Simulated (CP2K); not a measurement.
CP2K run on Ga₂Cu (P4/mmm, 3 atoms in the cell): self-consistent single point.

Computed with PBEsol, GPW, DZVP-MOLOPT-SR-GTH basis, GTH-PBE potentials (GTH_POTENTIALS) in CP2K.

```
CELL_PARAMETERS angstrom
      2.79944     0.00000     0.00000
      0.00000     2.79944     0.00000
      0.00000     0.00000     5.80334
ATOMIC_POSITIONS crystal
  Ga 0.50000 0.50000 0.28432
  Ga 0.50000 0.50000 0.71568
  Cu 0.00000 0.00000 0.00000
```

Reference input (self-consistent single point, DFT LDA (Pade form), GPW, DZVP-MOLOPT-SR-GTH basis, GTH-PADE potentials (GTH_POTENTIALS)): CUTOFF = 600 Ry; REL_CUTOFF = 60 Ry; SMEAR/METHOD = GAUSSIAN; SIGMA = 0.136 eV; KPOINTS/SCHEME = MACDONALD 8 8 4 0.0625 0.0625 0.125; XC_FUNCTIONAL = PADE; Ga/BASIS_SET = DZVP-MOLOPT-SR-GTH; Ga/POTENTIAL = GTH-PADE-q13; Cu/BASIS_SET = DZVP-MOLOPT-SR-GTH; Cu/POTENTIAL = GTH-PADE-q11; METHOD = GPW; EPS_DEFAULT = 1e-11. This run's input differs from it in these lines:

```diff
@@ -42,3 +42,6 @@
     &XC
-      &XC_FUNCTIONAL PADE
+      &XC_FUNCTIONAL
+        &PBE
+          PARAMETRIZATION PBESOL
+        &END PBE
       &END XC_FUNCTIONAL
@@ -74,3 +77,3 @@
       BASIS_SET DZVP-MOLOPT-SR-GTH
-      POTENTIAL GTH-PADE-q13
+      POTENTIAL GTH-PBE-q13
     &END KIND
@@ -78,3 +81,3 @@
       BASIS_SET DZVP-MOLOPT-SR-GTH
-      POTENTIAL GTH-PADE-q11
+      POTENTIAL GTH-PBE-q11
     &END KIND
```

The program printed (abridged):

```
 SCF WAVEFUNCTION OPTIMIZATION

  Step     Update method      Time    Convergence         Total energy    Change
     1 NoMix/Diag. 0.20E+00      -     1.28579716      -197.1189382034 -1.97E+02
     2 Broy./Diag. 0.20E+00      -     0.21069668      -199.4197975050 -2.30E+00
     3 Broy./Diag. 0.20E+00      -     0.02454408      -197.0906948099  2.33E+00
     4 Broy./Diag. 0.20E+00      -     0.04438677      -197.0093291196  8.14E-02
     5 Broy./Diag. 0.20E+00      -     0.01760677      -196.9201715399  8.92E-02
     6 Broy./Diag. 0.20E+00      -     0.00516835      -196.7941628001  1.26E-01
   [... 4 lines left out ...]
    11 Broy./Diag. 0.20E+00      -     0.00001627      -196.8732031725  7.41E-04
    12 Broy./Diag. 0.20E+00      -     0.00000542      -196.8730396784  1.63E-04
    13 Broy./Diag. 0.20E+00      -     0.00000500      -196.8730660298 -2.64E-05
    14 Broy./Diag. 0.20E+00      -     0.00000019      -196.8730778022 -1.18E-05
  *** SCF run converged in    14 steps ***

  Overlap energy of the core charge distribution:               0.00000000394236
  Self energy of the core charge distribution:               -258.99060917460827
  Core Hamiltonian energy:                                     80.09357458977718
  Hartree energy:                                               9.73027245908451
  Exchange-correlation energy:                                -27.70600405181537
  Smearing free energy correction:                             -0.00031162809373
  Fermi energy:                                                 0.24802480852596

  Total energy:                                              -196.87307780216469
  Total energy (extrapolated to sigma->0):                   -196.87292198811781

                     Mulliken Population Analysis

   [... lines left out ...]

 STRESS| Analytical stress tensor [bar]
 STRESS|                        x                   y                   z
 STRESS|      x        1.92011910951E+03   8.00097641167E-05   8.51993416399E-05
 STRESS|      y        8.00097641167E-05   1.92011136195E+03   8.51984351641E-05
 STRESS|      z        8.51993416399E-05   8.51984351641E-05  -4.23585836463E+03
 STRESS| 1/3 Trace                                            -1.31875964389E+02
```

The run converged in 14 iterations. Against the reference run the pressure goes from -3.64 to -0.01 GPa and the largest force goes from 0.117 to 0.107 eV/Å.

The starting cell comes from a database of computed structures (which also holds hypothetical and non-ambient phases and stackings), without a prior relaxation at this level. Spin polarisation is off. Values carry the incompleteness of an atom-centred basis. The potentials were made for another functional than the one used.

Cost on one core of a shared machine: roughly 2 min.
